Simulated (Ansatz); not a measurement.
How far to go with the k-point mesh: a (110) slab of CuPd (cut from a parent of space group no. 221; 10 atoms in the cell)

```yaml
crystal:
  lattice:
    - [2.96552, 0.00000, 0.00000]
    - [0.00000, 4.19388, 0.00000]
    - [0.00000, 0.00000, 22.38781]
  atoms:
    - { symbol: Cu, position: [0.00000, 0.75000, 0.31267] }
    - { symbol: Pd, position: [0.50000, 0.25000, 0.31267] }
    - { symbol: Cu, position: [0.00000, 0.25000, 0.40634] }
    - { symbol: Pd, position: [0.50000, 0.75000, 0.40634] }
    - { symbol: Cu, position: [0.00000, 0.75000, 0.50000] }
    - { symbol: Pd, position: [0.50000, 0.25000, 0.50000] }
    - { symbol: Cu, position: [0.00000, 0.25000, 0.59366] }
    - { symbol: Pd, position: [0.50000, 0.75000, 0.59366] }
    - { symbol: Cu, position: [0.00000, 0.75000, 0.68733] }
    - { symbol: Pd, position: [0.50000, 0.25000, 0.68733] }
```

Method: PBEsol, default PAW files made with PBE (plane waves; Ansatz, a program for electronic structure).

Base settings: basis.ecutwfc = 30.9 Ry; kpoints.mp_grid.grid = 5 4 1; hamiltonian.xc = pbesol; hamiltonian.pseudopotentials = {kind: paw} (the program's default PAW files); scf.occupations.method = gaussian; scf.occupations.width = 0.0073 Ry.

Only quantities that move along the ladder and can be compared are tabulated.

The count of work is k-points × plane waves × bands × iterations; it is no time. Core times come from one kind of shared machine, to one figure; runs under 30 s give none.

The starting cell comes from a database of computed structures (which also holds hypothetical and non-ambient phases and stackings), without a prior relaxation at this level. The slab is cut from that crystal, and its faces are unrelaxed. Its lattice was rescaled by up to half a per cent. Spin polarisation is off. Without a gap this mesh is coarse (it stands for a supercell whose shortest in-plane vector is 15 Å).

```csv
kpoints.mp_grid.grid,free energy less the last step's (meV/atom),largest difference of a force vector from the last step's (eV/Å),count of work / last,core time / last (rough)
2 2 1,272.88,0.203,0.024,–
3 2 1,67.57,0.077,0.022,–
3 3 1,-17.25,0.095,0.028,–
4 3 1,-19.82,0.097,0.028,–
5 4 1,0.07,0.048,0.059,–
6 4 1,0.74,0.049,0.056,–
7 5 1,5.32,0.006,0.067,–
8 6 1,-3.45,0.013,0.093,0.08
9 7 1,1.82,0.020,0.10,0.08
11 8 1,-1.46,0.005,0.14,0.1
13 9 1,-0.63,0.008,0.18,0.1
15 11 1,-0.17,0.005,0.22,0.2
18 13 1,-0.09,0.004,0.33,0.3
21 15 1,0.10,0.001,0.45,0.4
24 17 1,-0.16,0.002,0.55,0.5
28 20 1,0.00,0.000,1.0,1
```

Coarsest kpoints.mp_grid.grid that holds the free energy within 1 meV/atom of the last step, with all finer ones: 13 9 1, at 0.18 of the last step's count of work and about 0.1 of the last step's time; the step before is off by 1.5 meV/atom.

Coarsest kpoints.mp_grid.grid that holds the forces within 0.01 eV/Å of the last step, with all finer ones: 11 8 1, at 0.14 of the last step's count of work and about 0.1 of the last step's time; the step before is off by 0.020 eV/Å.

Keys are those of Ansatz 0.2.
